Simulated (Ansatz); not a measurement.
Hops of point defects in beta Ga2O3, each between lowest sites run for its defect: PBE bands (Ansatz, an electronic-structure program, plane waves to 420 eV, PAW, climbing-image NEB) beside r2SCAN single points (500 eV) at the PBE geometries. Static nuclei, no finite-size correction. The rows are a random draw from the bands that converged and passed our checks of state and shape. Saddle orders were checked for a part of the study's bands only and are not shown. Vacancies start on their lattice site; split forms were not set up. Charge states are imposed.

| Row | Defect | Route | Hop (Å) | Cell and PBE mesh | r2SCAN k-points | PBE barrier x (eV) | r2SCAN barrier y (eV) |
|---|---|---|---|---|---|---|---|
| 1 | Ga vacancy, charge -3 | a nearby Ga jumps into the vacancy | 2.91 | 120 sites, Γ | same mesh | 1.45 | 1.46 |
| 2 | interstitial Li, charge +1 | Li moves farthest | 1.66 | 160 sites, Γ | same mesh | 0.31 | 0.32 |
| 3 | interstitial O, charge 0 | O moves farthest | 2.01 | 160 sites, Γ | same mesh | 0.91 | 1.09 |
| 4 | interstitial Mg, charge +2 | Mg moves farthest | 1.77 | 120 sites, Γ | same mesh | 0.37 | 0.41 |
| 5 | interstitial Ca, charge +2 | Ca moves farthest | 1.69 | 120 sites, Γ | same mesh | 0.34 | 0.38 |
| 6 | interstitial Be, charge +2 | Be moves farthest | 1.94 | 120 sites, Γ | same mesh | 0.75 | 0.74 |
| 7 | interstitial B, charge +3 | B moves farthest | 1.64 | 120 sites, Γ | same mesh | 1.31 | ? |

Question: Fit a straight line y = a x + b to rows 1 to 6, predict row 7, and compare with the computed value.

Answer: Means: x̄ = 0.688, ȳ = 0.733 eV. Sums: Sxx = 0.999, Sxy = 1.015 eV². So a = Sxy/Sxx = 1.016 and b = ȳ − a x̄ = 0.034 eV, with a scatter of 0.08 eV about the line. Row 7: 1.016 × 1.31 + 0.034 ≈ 1.36 eV. The computed r2SCAN value is 1.31 eV, -0.05 eV from the line, within the scatter. The line only summarises these rows of one host.
